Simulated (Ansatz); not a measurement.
Cubic perovskite KMgF3 was calculated with PBEsol (PAW; Ansatz, a program for electronic structure).

Settings: plane-wave cutoff 500 eV, 10×10×10 k mesh, Fermi–Dirac smearing 0.05 eV, scalar-relativistic PAW data made under PBE.

Cell (relaxed at this level):

```cif
data_F3KMg
_chemical_formula_sum 'K1 Mg1 F3'
_space_group_name_H-M_alt 'Pm-3m'
_space_group_IT_number 221
_space_group_name_Hall '-P 4 2 3'
_cell_length_a 3.99141
_cell_length_b 3.99141
_cell_length_c 3.99141
_cell_angle_alpha 90.000
_cell_angle_beta 90.000
_cell_angle_gamma 90.000
loop_
_atom_site_label
_atom_site_type_symbol
_atom_site_symmetry_multiplicity
_atom_site_Wyckoff_symbol
_atom_site_fract_x
_atom_site_fract_y
_atom_site_fract_z
_atom_site_occupancy
K1 K 1 b 0.50000 0.50000 0.50000 1
Mg1 Mg 1 a 0.00000 0.00000 0.00000 1
F1 F 3 d 0.00000 0.00000 0.50000 1
```

Q: Predict the band gap.

A: 
* **band gap**: 7.11 eV (on the SCF k mesh)

Measured, for comparison: band gap 12.4 eV (temperature not stated, no zero-point or thermal correction; as tabulated in Sahnoun et al. (2004), doi:10.1016/j.matchemphys.2004.11.019). Computed (rounded) less measured: band gap -5.29 eV.

The computed numbers hold no vibrational or temperature effects.

It cost about 30 core-seconds (a rough figure) of CPU time.
